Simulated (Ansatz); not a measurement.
# Cubic perovskite BaZrO3

Method: LDA in Ansatz (PAW).

Numerical settings: plane-wave cutoff 520 eV, 6×6×6 k mesh, scalar-relativistic PAW data made under PBE.

Cell (measured lattice):

```cif
data_BaO3Zr
_chemical_formula_sum 'Ba1 Zr1 O3'
_space_group_name_H-M_alt 'P 1'
_space_group_IT_number 1
_cell_length_a 4.19100
_cell_length_b 4.19100
_cell_length_c 4.19100
_cell_angle_alpha 90.000
_cell_angle_beta 90.000
_cell_angle_gamma 90.000
loop_
_space_group_symop_operation_xyz
  'x, y, z'
loop_
_atom_site_label
_atom_site_type_symbol
_atom_site_fract_x
_atom_site_fract_y
_atom_site_fract_z
_atom_site_occupancy
Ba1 Ba 0.00000 0.00000 0.00000 1
Zr1 Zr 0.50000 0.50000 0.50000 1
O1 O 0.50000 0.00000 0.50000 1
O2 O 0.00000 0.50000 0.50000 1
O3 O 0.50000 0.50000 0.00000 1
```

```
Property                                     Value
----------------------------------------  --------
elastic constant C11                       306 GPa
elastic constant C12                      75.6 GPa
elastic constant C44                      84.7 GPa
Voigt–Reuss–Hill bulk modulus              152 GPa
polycrystal shear modulus (Hill average)  95.8 GPa
Young modulus                              237 GPa
Poisson ratio                                0.240
```

Note: the cell isn't this level's own, so it is under some stress, which shifts stiffness and frequencies.

Elastic constants are with the ions relaxed.

Spin–orbit coupling is not included.

Static lattice: no zero-point or thermal effects.

Computing time: about 50 core-seconds (a rough figure).

Ansatz is a first-principles code.
